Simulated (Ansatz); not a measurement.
The reference is Ag in the fcc (Cu type) structure (space group Fm-3m, No. 225; a = 4.149 Å).

The values are results of PBE (Ansatz, a program for electronic structure, PAW, scalar-relativistic without spin-orbit coupling), not measurements.

Base values:

```
Property               Value
-------------------  -------
Lattice parameter a  4.149 Å
```

Modification: Rh takes the place of Ag on all its sites; the structure is relaxed again.

### Question
How does this affect the lattice parameter a?

### Answer
The lattice parameter a decreases by 0.319 Å to 3.830 Å.

Whether these cells are dynamically stable was not tested. All final runs are without spin polarisation.
